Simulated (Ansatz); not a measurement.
Cu (model structure, started from the diamond type, Fd-3m, No. 227, 2 atoms in the cell)

Computed with PBEsol in Ansatz (PAW).

Settings: plane-wave cutoff 520 eV, 20×20×20 k mesh, Fermi–Dirac smearing 0.05 eV, no spin polarisation, scalar-relativistic PAW data made under PBE.

Cell (relaxed at this level):

```
Cu
1.0
    0.00000     2.61584     2.61584
    2.61584     0.00000     2.61584
    2.61584     2.61584     0.00000
Cu
2
Cartesian
  1.30792   1.30792   1.30792
  0.00000   0.00000   0.00000
```

```json
{
 "bulk modulus B0": "68.0 GPa"
}
```

Note: the run has no spin polarisation, so it can have missed a magnetic state; the bulk modulus is −V dP/dV from two relaxed cells at ±2 % in volume; the relaxation could raise the start's symmetry but not lower it, so the cell can be a saddle point.

Static lattice: no zero-point or thermal effects.

A model structure was made by putting elements into a prototype or built by hand; it is no filed structure, need not be a known phase, and can be a saddle point held by its symmetry.

Ansatz is an electronic-structure program.
